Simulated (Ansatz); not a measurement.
Data:

```
CELL_PARAMETERS angstrom
      2.87262     0.00000     0.00000
     -1.43631     2.48776     0.00000
      0.00000     0.00000     4.54703
ATOMIC_POSITIONS crystal
  Ti 0.66667 0.33333 0.75000
  Ti 0.33333 0.66667 0.25000
```

No spin polarisation.

Method: PBEsol, PAW, 420 eV (Ansatz, a first-principles code; no SOC). Γ-centred 23×23×13 mesh, Fermi–Dirac width 0.1 eV.

Q: Predict the band gap, space group and pressure.

A: Band gap: zero
Space group: P6_3/mmc (No. 194)
Pressure (mean of the normal stresses, compression positive): 3.8 GPa

The cells carry an imposed strain or load. No phonon test of stability was made. All final runs are without spin polarisation. The cell was made from Ti in the hcp (Mg type) structure (space group P6_3/mmc, No. 194) by this change: isotropic strain −1.00 %.
